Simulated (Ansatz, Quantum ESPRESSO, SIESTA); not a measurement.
# MgCd3 (P-6m2, 4 atoms in the cell) computed with different codes at matched settings

Relaxation of cell and atoms.

```yaml
crystal:
  lattice:
    - [3.13458, 0.00000, 0.00000]
    - [-1.56729, 2.71463, 0.00000]
    - [0.00000, 0.00000, 10.03841]
  atoms:
    - { symbol: Mg, position: [0.00000, 0.00000, 0.50000] }
    - { symbol: Cd, position: [0.00000, 0.00000, 0.00000] }
    - { symbol: Cd, position: [0.66667, 0.33333, 0.74779] }
    - { symbol: Cd, position: [0.66667, 0.33333, 0.25221] }
```

Shared settings, as Ansatz (an electronic-structure program) writes them: kpoints.mp_grid.grid = 10 10 3; scf.occupations.method = gaussian; scf.occupations.width = 0.05 eV. Potentials and cutoffs stand in the table.

| code | model | final volume (Å³/atom) | cutoff |
|---|---|---|---|
| Quantum ESPRESSO | PBEsol, GBRV 1.5 ultrasoft (PBESOL) pseudopotentials | 20.95 | 40 Ry |
| Ansatz | PBEsol, PAW files made with PBE | 20.99 | default |
| SIESTA | GGA PBEsol, numerical atomic orbitals TZP, PseudoDojo PBEsol standard norm-conserving potentials (rewritten from UPF to PSML) | 19.85 | grid 300 Ry |

The spread over the programs that give each value: final volume within 1.14 Å³/atom.

SIESTA uses small atom-centred bases, whose incompleteness enters pressures, forces and empty levels differently from a plane-wave cutoff. The programs treat the finite-basis stress differently while the cell relaxes: Ansatz adds an estimate of it.

The starting cell comes from a database of computed structures (which also holds hypothetical and non-ambient phases and stackings), without a prior relaxation at this level.

Keys are those of Ansatz 0.2.
